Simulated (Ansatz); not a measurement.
The reference is Ga2O3 in the corundum structure (space group R-3c, No. 167; a = 5.0003 Å, c = 13.4488 Å (hexagonal axes)). Axes: x lies along a and z along c of the hexagonal cell.

Structures relaxed with Ansatz (an electronic-structure program) PBEsol, scalar-relativistic without spin-orbit coupling.

Base:

Simulated powder pattern, Co Kα, λ = 1.79026 Å (kinematic, ideal powder, no thermal factors, no anomalous dispersion; the 14 strongest lines at most, above 2 %, up to 2θ = 90°):

| 2θ (°) | I/Imax (%) | hkl |
|---|---|---|
| 28.47 | 26 | (012) |
| 39.40 | 100 | (104) |
| 41.96 | 83 | (110) |
| 47.08 | 3.3 | (006) |
| 48.40 | 11 | (113) |
| 51.48 | 2.1 | (202) |
| 58.91 | 39 | (024) |
| 64.87 | 42 | (116) |
| 68.51 | 2.6 | (122) |
| 69.67 | 9.5 | (018) |
| 74.93 | 36 | (214) |
| 76.65 | 31 | (300) |
| 84.77 | 4.2 | (208) |
| 88.36 | 14 | (1 0 10) |

After one change:

Simulated powder pattern, Co Kα, λ = 1.79026 Å (kinematic, ideal powder, no thermal factors, no anomalous dispersion; the 14 strongest lines at most, above 2 %, up to 2θ = 90°):

| 2θ (°) | I/Imax (%) |
|---|---|
| 28.80 | 30 |
| 39.32 | 100 |
| 42.97 | 81 |
| 46.21 | 4.5 |
| 49.10 | 11 |
| 52.55 | 2.6 |
| 59.64 | 37 |
| 64.93 | 49 |
| 68.72 | 8.0 |
| 70.14 | 3.0 |
| 76.29 | 34 |
| 78.75 | 30 |
| 84.57 | 3.3 |
| 86.85 | 16 |

Question: What was done to the base?
(A) biaxial strain −2.25 %, plane normal [001], relaxed out of plane
(B) biaxial strain −0.75 %, plane normal [001], relaxed out of plane
(C) biaxial strain −3.00 %, plane normal [001], relaxed out of plane
(D) biaxial strain −1.50 %, plane normal [001], relaxed out of plane

Answer: A, biaxial strain −2.25 %, plane normal [001], relaxed out of plane. Its volume per atom is 9.44 Å³ against 9.71 Å³, and its space group is R-3c (No. 167).

Whether these cells are dynamically stable was not tested.
